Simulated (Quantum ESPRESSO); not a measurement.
A self-consistent single point of Mo (Im-3m, 1 atom in the cell) with Quantum ESPRESSO.

Method of the run: LDA (PZ), PSlibrary ultrasoft (LDA) pseudopotentials (plane waves; Quantum ESPRESSO).

```
CELL_PARAMETERS angstrom
     -1.56713     1.56713     1.56713
      1.56713    -1.56713     1.56713
      1.56713     1.56713    -1.56713
ATOMIC_POSITIONS crystal
  Mo 0.00000 0.00000 0.00000
```

Reference input (self-consistent single point, DFT, LDA (PZ), plane waves, PSlibrary ultrasoft (LDA) pseudopotentials): ecutwfc = 55 Ry; ecutrho = 330 Ry; occupations = smearing; smearing = fermi-dirac; degauss = 0.0073499 Ry; potentials = {Mo: Mo.pz-spn-rrkjus_psl.1.0.0.UPF}; K_POINTS = automatic 11 11 11 0 0 0; conv_thr = 1e-11 Ry; mixing_beta = 0.5. This run's input differs from it in these lines:

```diff
@@ -14,3 +14,3 @@
     ecutwfc = 55
-    ecutrho = 330
+    ecutrho = 110
     occupations = 'smearing'
```

Output, abridged:

```
     Self-consistent Calculation

     iteration #  1     ecut=    55.00 Ry     beta= 0.50

---- Real-time Memory Report at c_bands before calling an iterative solver
            52 MiB given to the printing process from OS
            17 MiB allocation reported by mallinfo(arena+hblkhd)
------------------

     Threshold (ethr) on eigenvalues was too large:
     Diagonalizing with lowered threshold

---- Real-time Memory Report at c_bands before calling an iterative solver
            58 MiB given to the printing process from OS
            22 MiB allocation reported by mallinfo(arena+hblkhd)
------------------

   [... lines left out ...]

---- Real-time Memory Report at c_bands before calling an iterative solver
            58 MiB given to the printing process from OS
            23 MiB allocation reported by mallinfo(arena+hblkhd)
------------------

     total energy              =    -139.66737467 Ry
     estimated scf accuracy    <          8.6E-11 Ry

     iteration #  8     ecut=    55.00 Ry     beta= 0.50

---- Real-time Memory Report at c_bands before calling an iterative solver
            58 MiB given to the printing process from OS
            23 MiB allocation reported by mallinfo(arena+hblkhd)
------------------
     End of self-consistent calculation

     the Fermi energy is    21.4133 ev

!    total energy              =    -139.66737467 Ry
     estimated scf accuracy    <          3.7E-13 Ry
     smearing contrib. (-TS)   =      -0.00224607 Ry
     internal energy E=F+TS    =    -139.66512860 Ry

     convergence has been achieved in   8 iterations

     Forces acting on atoms (cartesian axes, Ry/au):

     atom    1 type  1   force =     0.00000000    0.00000000    0.00000000

     Total force =     0.000000     Total SCF correction =     0.000000

          total   stress  (Ry/bohr**3)                   (kbar)     P=      -57.41
  -0.00039028  -0.00000000  -0.00000000          -57.41       -0.00       -0.00
  -0.00000000  -0.00039028  -0.00000000           -0.00      -57.41       -0.00
  -0.00000000  -0.00000000  -0.00039028           -0.00       -0.00      -57.41

   JOB DONE.
```

The run converged in 8 iterations. Against the reference run the free energy falls by 6.2 meV/atom and the pressure goes from -6.35 to -5.74 GPa.

The starting cell has typed, rounded lattice constants, without a prior relaxation at this level. Its lattice was rescaled by up to half a per cent. Spin polarisation is off.
